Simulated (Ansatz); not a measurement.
Take BN in the zinc blende structure (space group F-43m, No. 216; a = 3.6097 Å) as the base.

Method: plane-wave PAW DFT at the r2SCAN level (Ansatz, a quantum-chemistry and plane-wave program, 500 eV), no spin-orbit coupling.

Strains are applied to the cell and any free atomic positions relax.

One change was made to it. Results:

```csv
quantity,base,after
"hole mass (degenerate bands, along [100])","0.48, 0.51, 0.51 mₑ (at Γ)","0.48, 0.51, 0.51 mₑ (at Γ)"
band gap,5.00 eV,5.02 eV
pressure,0.00 GPa,6.06 GPa
smallest direct gap,9.59 eV,9.66 eV
electron mass,"0.87 mₑ along k, 0.29 mₑ across (at X)","0.87 mₑ along k, 0.29 mₑ across (at X)"
```

### Question
Name the change that was made.
A) isotropic strain −0.50 %
B) isotropic strain −1.50 %
C) isotropic strain −2.00 %
D) isotropic strain −3.00 %
E) isotropic strain −1.00 %

### Answer
A, isotropic strain −0.50 %. For comparison, the electron mass in the other runs: isotropic strain −1.50 % gives 0.85 mₑ along k, 0.29 mₑ across (at X); isotropic strain −3.00 % gives 0.84 mₑ along k, 0.29 mₑ across (at X); isotropic strain −2.00 % gives 0.85 mₑ along k, 0.29 mₑ across (at X); isotropic strain −1.00 % gives 0.86 mₑ along k, 0.29 mₑ across (at X).

Masses are band curvatures over ±0.01 Å⁻¹ around the edge. Along k means along the line from Γ to the band edge. Semilocal Kohn–Sham gaps tend to fall short of experiment. Stability against distortions was not tested.
